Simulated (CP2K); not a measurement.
A user runs CP2K on KSbP₂O₈ (R-3, 12 atoms in the cell) and asks whether the run is sound. The aim is a self-consistent single point with DFT LDA (Pade form), GPW, DZVP-MOLOPT-SR-GTH basis, GTH-PADE potentials (GTH_POTENTIALS).

The input file:

```
&GLOBAL
  PROJECT bulk
  RUN_TYPE ENERGY_FORCE
  PRINT_LEVEL MEDIUM
&END GLOBAL
&FORCE_EVAL
  METHOD Quickstep
  STRESS_TENSOR ANALYTICAL
  &DFT
    BASIS_SET_FILE_NAME BASIS_MOLOPT
    POTENTIAL_FILE_NAME GTH_POTENTIALS
    CHARGE 2
    &QS
      METHOD GPW
      EPS_DEFAULT 1E-10
    &END QS
    &MGRID
      CUTOFF 500
      REL_CUTOFF 50
      NGRIDS 5
    &END MGRID
    &SCF
      SCF_GUESS ATOMIC
      EPS_SCF 1E-6
      MAX_SCF 100
      ADDED_MOS 12
      &DIAGONALIZATION
        ALGORITHM STANDARD
      &END DIAGONALIZATION
      &MIXING
        METHOD BROYDEN_MIXING
        ALPHA 0.4
        NBUFFER 8
      &END MIXING
      &SMEAR ON
        METHOD GAUSSIAN
        SIGMA [eV] 0.02
      &END SMEAR
    &END SCF
    &KPOINTS
      SCHEME MONKHORST-PACK 4 4 4
      GAMMA_CENTERED T
    &END KPOINTS
    &XC
      &XC_FUNCTIONAL PADE
      &END XC_FUNCTIONAL
    &END XC
    &PRINT
      &MO
        EIGENVALUES T
        OCCUPATION_NUMBERS T
        NDIGITS 8
        FILENAME mo
        &EACH
          QS_SCF 0
        &END EACH
        ADD_LAST NUMERIC
      &END MO
      &MULLIKEN ON
      &END MULLIKEN
    &END PRINT
  &END DFT
  &SUBSYS
    &CELL
      A 9.05986500 0.00000000 0.00000000
      B 7.75955700 4.67658200 0.00000000
      C 7.75955700 2.15751800 4.14916000
      PERIODIC XYZ
    &END CELL
    &COORD
      SCALED
      K        0.50000000     0.50000000     0.50000000
      Sb       0.00000000     0.00000000     0.00000000
      P        0.26482900     0.26482900     0.26482900
      P        0.73517100     0.73517100     0.73517100
      O        0.20716900     0.20716900     0.20716900
      O        0.79283100     0.79283100     0.79283100
      O        0.25692000     0.00148700     0.60349000
      O        0.74308000     0.99851300     0.39651000
      O        0.60349000     0.25692000     0.00148700
      O        0.39651000     0.74308000     0.99851300
      O        0.00148700     0.60349000     0.25692000
      O        0.99851300     0.39651000     0.74308000
    &END COORD
    &KIND K
      BASIS_SET DZVP-MOLOPT-SR-GTH
      POTENTIAL GTH-PADE-q9
    &END KIND
    &KIND Sb
      BASIS_SET DZVP-MOLOPT-SR-GTH
      POTENTIAL GTH-PADE-q5
    &END KIND
    &KIND P
      BASIS_SET DZVP-MOLOPT-SR-GTH
      POTENTIAL GTH-PADE-q5
    &END KIND
    &KIND O
      BASIS_SET DZVP-MOLOPT-SR-GTH
      POTENTIAL GTH-PADE-q6
    &END KIND
  &END SUBSYS
  &PRINT
    &FORCES ON
    &END FORCES
    &STRESS_TENSOR ON
    &END STRESS_TENSOR
  &END PRINT
&END FORCE_EVAL
```

Output (repeated stretches shortened):

```
 GLOBAL| Method name                                                        CP2K
 GLOBAL| Project name                                                       bulk
 GLOBAL| Run type                                                   ENERGY_FORCE

   [... lines left out ...]
 BRILLOUIN| List of Kpoints [2 Pi/Bohr]                                       36
 BRILLOUIN| Number           Weight            X              Y              Z
 BRILLOUIN|     1           0.03125       -0.25000       -0.25000       -0.25000
 BRILLOUIN|     2           0.03125       -0.25000       -0.25000        0.00000
 BRILLOUIN|     3           0.03125       -0.25000       -0.25000        0.25000
   [... 33 lines left out ...]
 *******************************************************************************

 Extrapolation method: initial_guess

 Re-scaling the density matrix to get the right number of electrons
                  # Electrons              Trace(P)               Scaling factor
                           70                72.000                        0.972

 Number of electrons:                                                         70
 Number of occupied orbitals:                                                 35
 Number of molecular orbitals:                                                47

 Number of orbital functions:                                                157
 Number of independent orbital functions:                                    157
 SCF WAVEFUNCTION OPTIMIZATION

  Step     Update method      Time    Convergence         Total energy    Change
     1 NoMix/Diag. 0.40E+00      -     1.32641101      -175.5146430513 -1.76E+02
     2 Broy./Diag. 0.40E+00      -     0.42269433      -165.6770006633  9.84E+00
     3 Broy./Diag. 0.40E+00      -     0.42048499      -176.0901106742 -1.04E+01
     4 Broy./Diag. 0.40E+00      -     0.20229775      -176.1193201728 -2.92E-02
     5 Broy./Diag. 0.40E+00      -     0.04398472      -175.7760025515  3.43E-01
     6 Broy./Diag. 0.40E+00      -     0.03874129      -175.6009919970  1.75E-01
   [... 12 lines left out ...]
    19 Broy./Diag. 0.40E+00      -     0.00001209      -175.5960212014 -1.12E-06
    20 Broy./Diag. 0.40E+00      -     0.00000125      -175.5960244457 -3.24E-06
    21 Broy./Diag. 0.40E+00      -     0.00000121      -175.5960254942 -1.05E-06
    22 Broy./Diag. 0.40E+00      -     0.00000060      -175.5960264388 -9.45E-07
  *** SCF run converged in    22 steps ***

  Overlap energy of the core charge distribution:               0.00000059838563
  Self energy of the core charge distribution:               -429.97462547628646
  Core Hamiltonian energy:                                    116.15894764937494
  Hartree energy:                                             174.33602575552624
  Exchange-correlation energy:                                -36.11619668514965
  Smearing free energy correction:                             -0.00017828059225
  Fermi energy:                                                 0.01001903995060

  Total energy:                                              -175.59602643877867
  Total energy (extrapolated to sigma->0):                   -175.59593729848254

   [... lines left out ...]
 STRESS|                        x                   y                   z
 STRESS|      x       -1.77453360158E+05   4.42878893200E+03   2.68882554602E+03
 STRESS|      y        4.42878893200E+03  -1.92149901049E+05   7.47763823751E+02
 STRESS|      z        2.68882554602E+03   7.47763823751E+02  -1.92927224269E+05
 STRESS| 1/3 Trace                                            -1.87510161825E+05
```

Q: Can these results be used? Check the input.

A: The run is not sound. The fault is an unintended net charge. A charged periodic cell changes the electron count and is neutralised by a uniform background, so energy, forces and pressure belong to another system. To fix it, remove the charge. The run converged in 22 iterations without an error; against the sound input the pressure goes from -4.22 to -18.75 GPa, the largest force goes from 0.606 to 2.065 eV/Å and no clean gap remains on the mesh (levels overlap or are partly filled), against 2.70 eV before.

An input that runs soundly differs in these lines (not the only fix; some lines may just follow from the change or write a value another way):
```diff
-    CHARGE 2
```

With that input, the run converged in 13 iterations: free energy E − TS -4776.5594 eV; top of the valence band (on the code's own zero) 1.46 eV; gap on the k-point mesh 2.70 eV; pressure -4.22 GPa; largest force (vector length) 0.606 eV/Å (DFT LDA (Pade form), GPW, DZVP-MOLOPT-SR-GTH basis, GTH-PADE potentials (GTH_POTENTIALS)).

On the sound input: the starting cell comes from a database of computed structures (which also holds hypothetical and non-ambient phases and stackings), without a prior relaxation at this level. Spin-orbit coupling is off. Values carry the incompleteness of an atom-centred basis. With a pressure of about -4 GPa the cell is away from its equilibrium volume at this level.
